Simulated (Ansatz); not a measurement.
We consider GaGe2N (model structure, started from the BC2N type, R3m, No. 160, 4 atoms in the cell), described by r²SCAN (plane waves, PAW; Ansatz, an electronic-structure program).

Run with plane-wave cutoff 560 eV, 18×18×18 k mesh, Fermi–Dirac smearing 0.05 eV, scalar-relativistic PAW data made under PBE.

Cell (relaxed at this level):

GaGe2N is taken in the trigonal space group R3m, hexagonal axes (No. 160), Pearson symbol hR4. Lattice parameters: a = b = 3.6293 Å, c = 18.3157 Å, α = β = 90.00°, γ = 120.00°. Ga on 3a is surrounded by 1 N at 1.961 Å and 3 Ge at 2.389 Å (tetrahedral). N on 3a sees 1 Ga at 1.961 Å and 3 Ge at 2.165 Å (tetrahedral). Ge1 on 3a sees 3 N at 2.165 Å and 1 Ge at 2.453 Å (tetrahedral). Ge2 on 3a has 3 Ga at 2.389 Å and 1 Ge at 2.453 Å (tetrahedral). (Neighbours: up to the widest gap in distance over summed covalent radii, below 1.35, at either atom; cation-cation and far metal-metal contacts left out.)
(The calculation used a cell of 4 atoms; values per cell refer to that cell.)

Task: Estimate the bulk modulus B0 that the calculation returns.

Result: 
bulk modulus B0: 80.3 GPa

The run finds no gap.

Note: the bulk modulus is −V dP/dV from two relaxed cells at ±2 % in volume; the relaxation could raise the start's symmetry but not lower it, so the cell can be a saddle point.

Static lattice: no zero-point or thermal effects.

Computing time: roughly 30 core-minutes.

A model structure was made by putting elements into a prototype or built by hand; it is no filed structure, need not be a known phase, and can be a saddle point held by its symmetry.
